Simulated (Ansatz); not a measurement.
The starting structures come from a database of crystals and need not be the phases stable at ambient conditions.

Where the default PAW files enter, the runs use the earlier of Ansatz's two default sets.

Inside the gap of an insulator the Bloch states are evanescent, with a wavenumber k + iκ along the transport direction.

Data:

```xyz
6
Lattice="3.2409 0.0000 0.0000 0.0000 4.8666 0.0000 0.0000 0.0000 4.7880" Properties=species:S:1:pos:R:3 pbc="T T T"
Sn     1.6204     2.4333     2.3940
Sn     0.0000     0.0000     0.0000
O      0.0000     1.5624     1.3974
O      0.0000     3.3042     3.3906
O      1.6204     0.8709     3.7914
O      1.6204     3.9957     0.9966
```

Space group of this cell: Pnnm. The cell is taken as given; by r2SCAN its mean pressure is -8.3 GPa.

Transport runs along the normal of the first two printed cell vectors.

No gap correction and no spin-orbit coupling; mid-gap is the computed energy nearest the middle.

### Question
Compute, with r2SCAN (Ansatz, a first-principles code), the band gap and the smallest decay constant κ at mid-gap.

### Answer
Gap 1.41 eV on a 10×6×6 mesh; κ = 0.172 1/Å, at the zone centre.
